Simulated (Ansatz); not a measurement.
Consider BN (space group P6_3/mmc, No. 194; a = 2.504 Å, c = 7.035 Å; layered, stacked along the Cartesian z axis).

Level of theory: PBEsol (Ansatz, a quantum-chemistry and plane-wave program; PAW; 420 eV plane waves; no spin-orbit coupling).

One change was made to it. Results:

The c/a ratio drops by 0.307 to 2.502; the lattice parameter a falls by 0.6 pm to 249.8 pm.

Q: Name the change that was made.
A) pressure 0.7 GPa
B) pressure 10 GPa
C) pressure 1.5 GPa
D) pressure 3 GPa

A: D, pressure 3 GPa. For comparison, the c/a ratio in the other runs: pressure 10 GPa gives 2.286; pressure 1.5 GPa gives 2.598; pressure 0.7 GPa gives 2.681.

From pressure 10 GPa on, the axis ratios lie over 15 % from the base's, so the cell there is far from its starting form. Load acts through the strain it causes; cell and atoms are relaxed under it. Stability against distortions was not tested. Competing high-pressure phases were not computed. The base started in Pnma and relaxed to P6_3/mmc at this level. No dispersion term is included in the PBEsol runs.
